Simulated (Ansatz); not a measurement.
Ansatz (an electronic-structure program) run on LaH3 (I4/mmm, 4 atoms in the cell): relaxation of cell and atoms.

Level of theory: LDA (PW92), default PAW files made with PBE (plane waves; Ansatz).

The change in words: atoms on their sites; basis.ecutwfc: 420 eV → 505 eV; relax: default → cell and atoms. Reference geometry:
```
CELL_PARAMETERS angstrom
     -1.86769     1.86769     3.04058
      1.86769    -1.86769     3.04058
      1.86769     1.86769    -3.04058
ATOMIC_POSITIONS crystal
  La 0.00822 0.00822 0.00000
  H  0.75000 0.25000 0.50000
  H  0.25000 0.75000 0.50000
  H  0.50000 0.50000 0.00000
```

Reference input (self-consistent single point, DFT, LDA (PW92), plane waves, default PAW files made with PBE): basis.ecutwfc = 420 eV; kpoints.mp_grid.grid = 9 9 9; hamiltonian.xc = lda; hamiltonian.pseudopotentials = {kind: paw} (the program's default PAW files); scf.occupations.method = fermi_dirac; scf.occupations.width = 0.02 eV. This run's input differs from it in these lines:

Ansatz 0.2 input:
```diff
@@ -6,3 +6,3 @@
   atoms:
-    - { symbol: La, position_ang: [0.00000000, -0.00000000, 0.04999931] }
+    - { symbol: La, position_ang: [0.00000000, 0.00000000, 0.00000000] }
     - { symbol: H, position_ang: [-0.00000000, 1.86768500, 1.52029050] }
@@ -11,3 +11,3 @@
 basis:
-  ecutwfc: 420.0
+  ecutwfc: 505.0
 kpoints:
@@ -23,2 +23,4 @@
     width: 0.02
+relax:
+  cell: {}
 output:
```

Log, with long lists cut:

```
   [... SCF lines of the steps left out ...]
relax step   1: F+E_penalty+E_count = -6125.53324397 eV  Δ(F+E_penalty+E_count) = +0.000e0 eV  max|allowed force component| = 1.355e-19 eV/Å  Δτ_max = 0.0000 Å  P = -3.160 GPa  Ω = 42.425 Å³  (6 SCF iters, dr2 threshold 1.00e-7 eV, accepted)
relax step   2: F+E_penalty+E_count = -6125.49439738 eV  Δ(F+E_penalty+E_count) = +3.885e-2 eV  max|allowed force component| = 6.505e-19 eV/Å  Δτ_max = 0.0000 Å  P = +7.186 GPa  Ω = 38.035 Å³  energy of the carried Pulay correction = +5.506e-4 eV  [...]
   [... lines left out ...]
relax step   8: F+E_penalty+E_count = -6125.56337322 eV  Δ(F+E_penalty+E_count) = -2.833e-4 eV  max|allowed force component| = 1.626e-19 eV/Å  Δτ_max = 0.0000 Å  P = -0.005 GPa  Ω = 40.840 Å³  energy of the carried Pulay correction = +1.959e-4 eV  [...]
relax step   9: F+E_penalty+E_count = -6125.56346158 eV  Δ(F+E_penalty+E_count) = -8.836e-5 eV  max|allowed force component| = 2.711e-19 eV/Å  Δτ_max = 0.0000 Å  P = -0.004 GPa  Ω = 40.840 Å³  stress off target by 7.07e-3 GPa  SCF on the basis [...]
basis re-selected at this cell: Δ(F+E_penalty+E_count) = -8.836e-5 eV, ΔP = +0.001 GPa vs the last step
the relaxation is at rest under the 16 symmetry operations that the run kept from its start: a minimum is not shown …
Stability not checked: this state was not tested for a lower state beside it, because too few of the mixer's solves of this state at the end of the SCF gave a …
Free energy (F): -6125.563462 eV
Internal energy: -6125.563264 eV  (E = F + TS)
   [... lines left out ...]
Fermi energy:    11.161490 eV
  cell:  # Å, volume = 40.8402 Å³
   [... lines left out ...]
  atoms:
    - { symbol: La, position: [-5.680189952065329e-36, 8.563109670349889e-35, 8.390971006975339e-35] }
    - { symbol: H, position: [0.7500000000000001, 0.24999999999999994, 0.5000000000000001] }
    - { symbol: H, position: [0.24999999999999994, 0.7500000000000001, 0.5000000000000001] }
    - { symbol: H, position: [0.49999999999999983, 0.49999999999999983, 7.831257224487496e-36] }
```

The run converged. 

Summary of the result:
* **Free energy E − TS (on the zero of these files)**: -6125.5635 eV
* **Fermi level (on the code's own zero)**: 11.16 eV
* **Pressure**: 0.00 GPa
* **Final cell**: a = 3.864 Å, b = 3.864 Å, c = 3.864 Å, α = 119.91°, β = 119.91°, γ = 90.15°
* **Final volume per atom**: 10.21 Å³
* **Relaxation steps**: 9

The starting cell comes from a database of computed structures (which also holds hypothetical and non-ambient phases and stackings), without a prior relaxation at this level. Its lattice was rescaled by up to half a per cent. The relaxation keeps the symmetry of its start, so its end need not be a minimum. Ansatz's pressure includes its estimate of the finite-basis (Pulay) stress.

Cost on one core of a shared machine: roughly 30 s.
